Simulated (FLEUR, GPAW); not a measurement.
A GPAW input for a self-consistent single point of Ag3Pd (I4/mmm, 4 atoms in the cell) (DFT LDA (Perdew-Wang 92), plane waves, GPAW PAW datasets LDA (gpaw-data 1.0.1)):

```python
from ase import Atoms
from ase.units import GPa
from gpaw import GPAW, PW, FermiDirac

atoms = Atoms(['Ag', 'Ag', 'Ag', 'Pd'],
              cell=[[-1.993736, 1.993736, 3.940046],
                    [1.993736, -1.993736, 3.940046],
                    [1.993736, 1.993736, -3.940046]],
              positions=[[0.000000, 1.993736, 1.970023],
                         [1.993736, 0.000000, 1.970023],
                         [0.000000, 0.000000, 3.940046],
                         [0.000000, 0.000000, 0.000000]],
              pbc=True)

calc = GPAW(mode=PW(550),
            xc='LDA',
            kpts=(9, 9, 9),
            occupations=FermiDirac(0.136),
            nbands=-8,
            symmetry={'symmorphic': False, 'tolerance': 0.0005},
            maxiter=100,
            txt='-')

atoms.calc = calc

energy = atoms.get_potential_energy()
print('Energy (eV):', round(energy, 6))
forces = atoms.get_forces()
print('Forces (eV/Ang):')
print(forces.round(5))
stress = atoms.get_stress()
print('Stress (GPa, Voigt):', (stress / GPa).round(4))
```

Q: Write the same calculation as an input for FLEUR.

A: One input that does it (others would too):

Input of the input generator:

```
scf Ag3Pd
&input film=f /
-1.9937360000 1.9937360000 3.9400460000
1.9937360000 -1.9937360000 3.9400460000
1.9937360000 1.9937360000 -3.9400460000
1.8897261246
1.0 1.0 1.0

4
47 0.7500000000 0.2500000000 0.5000000000
47 0.2500000000 0.7500000000 0.5000000000
47 0.5000000000 0.5000000000 0.0000000000
46 0.0000000000 0.0000000000 0.0000000000

&comp jspins=1 /
&exco xctyp='vwn' /
&kpt div1=9 div2=9 div3=9 /
&end /
```

```xml
<?xml version="1.0" encoding="UTF-8" standalone="no"?>
<fleurInput fleurInputVersion="0.39">
   <comment>
      scf Ag3Pd                                                                                           
   </comment>
   <calculationSetup>
      <cutoffs Kmax="4.0" Gmax="14.0" GmaxXC="14.0" numbands="0"/>
      <scfLoop itmax="80" minDistance="0.00001" maxIterBroyd="40" imix="Anderson" alpha="0.05" precondParam="0.0" spinf="2.0"/>
      <coreElectrons ctail="T" frcor="F" kcrel="0" coretail_lmax="0"/>
      <xcFunctional name="vwn" relativisticCorrections="F"/>
      <magnetism jspins="1"/>
      <soc l_soc="F" theta="0.0" phi="0.0" spav="F"/>
      <expertModes spex="0" secvar="F"/>
      <geometryOptimization l_f="T" forcealpha="1.0" forcemix="BFGS" epsdisp="0.00001" epsforce="0.00001"/>
      <ldaU l_linMix="F" mixParam="0.05" spinf="1.0"/>
   </calculationSetup>
   <cell>
      <bzIntegration valenceElectrons="67.0" mode="hist" fermiSmearingEnergy="0.00499791">
         <kPointListSelection listName="default-1"/>
         <!-- k-points included here -->
         <xi:include xmlns:xi="http://www.w3.org/2001/XInclude" href="kpts.xml"> </xi:include>
      </bzIntegration>
      <!-- symmetry operations included here -->
      <xi:include xmlns:xi="http://www.w3.org/2001/XInclude" href="sym.xml"> </xi:include>
      <bulkLattice scale="1.0">
         <bravaisMatrix>
            <row-1>   -3.7676150047555055     3.7676150047555055     7.4456078583257312</row-1>
            <row-2>    3.7676150047555055    -3.7676150047555055     7.4456078583257312</row-2>
            <row-3>    3.7676150047555055     3.7676150047555055    -7.4456078583257312</row-3>
         </bravaisMatrix>
      </bulkLattice>
   </cell>
   <atomSpecies>
      <species name="Silver (Ag)" element="Ag" atomicNumber="47">
         <mtSphere radius="2.47" gridPoints="869" logIncrement="0.015"/>
         <atomicCutoffs lmax="10" lnonsphr="8"/>
         <electronConfig flipSpins="F">
            <coreConfig>(1s1/2) (2s1/2) (2p1/2) (2p3/2) (3s1/2) (3p1/2) (3p3/2) (4s1/2) (3d3/2) (3d5/2)</coreConfig>
            <valenceConfig>(4p1/2) (4p3/2) (5s1/2) (4d3/2) (4d5/2)</valenceConfig>
            <stateOccupation state="(5s1/2)" spinUp="0.5" spinDown="0.5"/>
         </electronConfig>
         <energyParameters s="5" p="5" d="4" f="4"/>
         <lo type="SCLO" l="1" n="4" eDeriv="0"/>
      </species>
      <species name="Palladium (Pd)" element="Pd" atomicNumber="46">
         <mtSphere radius="2.47" gridPoints="869" logIncrement="0.015"/>
         <atomicCutoffs lmax="10" lnonsphr="8"/>
         <electronConfig flipSpins="F">
            <coreConfig>(1s1/2) (2s1/2) (2p1/2) (2p3/2) (3s1/2) (3p1/2) (3p3/2) (4s1/2) (3d3/2) (3d5/2)</coreConfig>
            <valenceConfig>(4p1/2) (4p3/2) (5s1/2) (4d3/2) (4d5/2)</valenceConfig>
            <stateOccupation state="(5s1/2)" spinUp="0.5" spinDown="0.5"/>
            <stateOccupation state="(4d3/2)" spinUp="1.8" spinDown="1.8"/>
            <stateOccupation state="(4d5/2)" spinUp="2.7" spinDown="2.7"/>
         </electronConfig>
         <energyParameters s="5" p="5" d="4" f="4"/>
         <lo type="SCLO" l="1" n="4" eDeriv="0"/>
      </species>
   </atomSpecies>
   <atomGroups>
      <atomGroup species="Silver (Ag)">
         <relPos label="                   1">-1.000/4.000 1.000/4.000 1.000/2.000</relPos>
         <relPos label="                   2">1.000/4.000 -1.000/4.000 1.000/2.000</relPos>
         <force calculate="T" relaxXYZ="TTT"/>
      </atomGroup>
      <atomGroup species="Silver (Ag)">
         <relPos label="                   3">1.000/2.000 1.000/2.000 .0000000000</relPos>
         <force calculate="T" relaxXYZ="TTT"/>
      </atomGroup>
      <atomGroup species="Palladium (Pd)">
         <relPos label="                   4">.0000000000 .0000000000 .0000000000</relPos>
         <force calculate="T" relaxXYZ="TTT"/>
      </atomGroup>
   </atomGroups>
   <output dos="F" band="F" slice="F">
      <checks vchk="F" cdinf="F"/>
      <bandDOS minEnergy="-.5*Htr" maxEnergy="0.5*Htr" sigma="0.015" storeEVData="T"/>
      <vacuumDOS vacdos="F" integ="F" star="F" nstars="0" locx1="0.0" locy1="0.0" locx2="0.0" locy2="0.0" nstm="0" tworkf="0.0"/>
      <unfoldingBand unfoldBand="F" supercellX="1" supercellY="1" supercellZ="1"/>
      <plotting iplot="0" polar="F">
         <plot TwoD="T" vec1="  1.0  0.0  0.0" vec2="  0.0  1.0  0.0" vec3="  0.0  0.0  1.0" zero="  0.0  0.0  0.0" file="plot"/>
      </plotting>
      <chargeDensitySlicing numkpt="0" minEigenval="0.0" maxEigenval="0.0" nnne="0" pallst="F"/>
      <specialOutput eonly="F"/>
      <magneticCircularDichroism mcd="F" energyLo="-10.0" energyUp="0.0"/>
   </output>
  <!-- We include the file relax.xml here to enable relaxations (see documentation) -->
  <xi:include xmlns:xi="http://www.w3.org/2001/XInclude" href="relax.xml"> <xi:fallback/> </xi:include>
</fleurInput>
```

Basis settings and potentials, where a program has them, do not carry over. This input uses DFT, LDA (Vosko-Wilk-Nusair), all-electron FLAPW (FLEUR), scalar-relativistic valence. LDA parametrisations can differ slightly between programs.

The starting cell comes from a database of computed structures (which also holds hypothetical and non-ambient phases and stackings), without a prior relaxation at this level. For this run, on top of that: lattice scaled by 0.98.
